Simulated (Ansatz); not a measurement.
The reference is an 8-atom supercell of InSb in the zinc blende structure (space group F-43m, No. 216; a = 6.635 Å) at its relaxed geometry.

Level of theory: DFT with PBE, PAW potentials and a 420 eV plane-wave cutoff in Ansatz (a first-principles code), without spin-orbit coupling, earlier PAW set.

One neutral defect a cell, atoms relaxed at fixed cell.

One change was made to it. Results:

The largest displacement of a host atom from its site in the perfect cell is 0.04 Å; the pressure goes from zero to 1.3 GPa.

**Question.** Which change produced these results?
(A) Sb interstitial (started 2.71 Å from the nearest host atom), symmetric start
(B) In vacancy
(C) Al on a Sb site
(D) Sn on a In site

**Answer.** D, Sn on a In site. For comparison, the pressure in the other runs: Sb interstitial (started 2.71 Å from the nearest host atom), symmetric start gives 5.9 GPa; Al on a Sb site gives -0.8 GPa; In vacancy gives -1.6 GPa.

The cell is small, so the values are those of an ordered compound at a high defect concentration; dilute-limit values will differ. Defects with a symmetric start kept the site's symmetry and may sit on a saddle; the others started slightly shaken. All final runs are without spin polarisation.
